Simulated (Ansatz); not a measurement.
**RuN (model structure, Fm-3m, No. 225, 2 atoms in the cell)**

These are PBEsol (Ansatz, a program for electronic structure, PAW) values and carry that method's errors.

Numerical settings: plane-wave cutoff 520 eV, 24×24×24 k mesh, Fermi–Dirac smearing 0.05 eV, no spin polarisation, scalar-relativistic PAW data made under PBE.

Cell (relaxed at this level):

```cif
data_N4Ru4
_chemical_formula_sum 'N4 Ru4'
_space_group_name_H-M_alt 'Fm-3m'
_space_group_IT_number 225
_space_group_name_Hall '-F 4 2 3'
_cell_length_a 4.25348
_cell_length_b 4.25348
_cell_length_c 4.25348
_cell_angle_alpha 90.000
_cell_angle_beta 90.000
_cell_angle_gamma 90.000
loop_
_atom_site_label
_atom_site_type_symbol
_atom_site_symmetry_multiplicity
_atom_site_Wyckoff_symbol
_atom_site_fract_x
_atom_site_fract_y
_atom_site_fract_z
_atom_site_occupancy
N1 N 4 a 0.00000 0.00000 0.00000 1
Ru1 Ru 4 b 0.50000 0.50000 0.50000 1
```
(The calculation used a cell of 2 atoms; values per cell refer to that cell.)

```json
{
  "bulk_modulus": "339 GPa"
}
```

Note: the run has no spin polarisation, so it can have missed a magnetic state; the bulk modulus is −V dP/dV from two relaxed cells at ±2 % in volume; the relaxation could raise the start's symmetry but not lower it, so the cell can be a saddle point.

Static lattice: no zero-point or thermal effects.

The result took about 60 core-seconds (a rough figure).

A model structure was made by putting elements into a prototype or built by hand; it is no filed structure, need not be a known phase, and can be a saddle point held by its symmetry.
